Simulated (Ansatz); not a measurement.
Start from Ir in the fcc (Cu type) structure (space group Fm-3m, No. 225; a = 3.831 Å; relaxed with 0.1 eV smearing). Axes: x, y, z lie along the cube axes.

Level of theory: Ansatz (a program for electronic structure) PBEsol, no spin-orbit coupling.

Perturbation: the cell is scaled by 1.0150 in all directions, atoms relaxed at fixed cell.

Task: Predict the stress tensor and what it implies for the stiffness.

Result: Stress of the strained cell less that of the base (GPa, compression positive):
```
  -15.4     0.0     0.0
    0.0   -15.4     0.0
    0.0     0.0   -15.4
```

Then B = −ΔP/(ΔV/V₀) with ΔV/V₀ = 0.0457 gives secant stiffness values (nonlinear terms included at this strain): B ≈ 337 GPa.

As a check, the harmonic strain energy −½ V₀ Δσ:ε is 30 meV/atom; the computed energy rise is 32 meV/atom.

Whether these cells are dynamically stable was not tested. All final runs are without spin polarisation.
